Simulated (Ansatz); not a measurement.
**SrZrO₃ (P4mm, No. 99, 5 atoms in the cell; start mp-1068742; a measured phase of this formula has another space group): band gap by level of theory**

No measured value is used here.

| level (code) | value (eV) |
|---|---|
| LDA (Ansatz) | (withheld) |
| PBEsol (Ansatz) | 3.35 |
| PBEsol+SOC (Ansatz) | 3.35 (indirect) |
| dielectric-dependent PBEsol hybrid (Ansatz) | (withheld) |
| HSE06 (Ansatz) | 4.96 |
| HSE06+SOC (Ansatz) | 4.96 (indirect) |
| PBE0 (Ansatz) | 5.72 |

Fill in the missing entries.


- LDA (Ansatz, a program for electronic structure), value (eV): 3.32
- dielectric-dependent PBEsol hybrid (Ansatz), value (eV): 5.36

Computed values are for a static lattice. Spin–orbit coupling is included only where a level's name says +SOC; with heavier elements it mostly lowers gaps and can invert bands.  Values are at the PBEsol cell. Cutoffs and k meshes differ between the levels. Ansatz's density-functional and Hartree–Fock values are scalar-relativistic unless marked +SOC, with PAW data made under PBE.

A start named mp-… is a Materials Project structure, which need not be a measured phase.
